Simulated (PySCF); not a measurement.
PySCF 2.14.0, unrestricted BP86/def2-tzvp, df: [CH]=CC=C, charge 0, multiplicity 2, 9 atoms. The geometry is a generated start, not checked to be a minimum at this level.

| Item | Result |
|---|---|
| task | energy |
| method | bp86 |
| basis | def2-tzvp |
| two-electron scheme | density fitting |
| mol.max_memory | 3000 MB |
| mf.max_cycle | 100 |
| mf.conv_tol | 1e-09 (default) |
| mf.grids.level | 3 (default) |
| basis functions | 154 |
| grid points | 105512 |

```xyz
9

C     -1.5654    -1.1846    -0.7238
C     -0.3703    -0.6937    -0.5900
C      0.0127     0.3557     0.3654
C      1.2458     0.8313     0.4576
H     -2.5312    -1.0582    -0.2887
H      0.4455    -1.0510    -1.2102
H     -0.7805     0.7277     0.9960
H      2.0431     0.4691    -0.1705
H      1.5004     1.6037     1.1642
```

Charge 0 and multiplicity 2 are set for this test and not shown to be the ground state.

With the defaults (mf.DIIS = CDIIS, mf.diis = true, mf.diis_space = 8, newton = off, mf.init_guess = minao, mf.level_shift = 0, mf.damp = 0, mf.diis_start_cycle = 1) it converges in 16 Fock builds. One run each on 2 threads, 1 BLAS thread, with these changes:
- mf.DIIS = EDIIS
- newton = Hessian by the SCF's own integrals
- mf.init_guess = mod_huckel
- mf.diis_space = 3
- mf.damp = 0.7, mf.diis_start_cycle = 8
- mf.level_shift = 0.3 Hartree
- mf.diis_space = 20
- mf.diis = false
- mf.init_guess = 1e

Name the settings that don't reach the solution of the defaults.

No convergence: mf.DIIS = EDIIS; mf.diis = false (the run ends without SCF convergence in 100 cycles). The rest reach the solution of the defaults.

| setting | Fock builds | end |
|---|---|---|
| mf.diis_space = 20 | 15 | same solution |
| the defaults | 16 | same solution |
| mf.init_guess = mod_huckel | 18 | same solution |
| mf.damp = 0.7, mf.diis_start_cycle = 8 | 18 | same solution |
| mf.init_guess = 1e | 22 | same solution |
| mf.level_shift = 0.3 Hartree | 23 | same solution |
| newton = Hessian by the SCF's own integrals | 30 | same solution |
| mf.diis_space = 3 | 31 | same solution |
| mf.DIIS = EDIIS | 101 | no convergence |
| mf.diis = false | 101 | no convergence |

Under newton the count holds the products with the orbital Hessian.
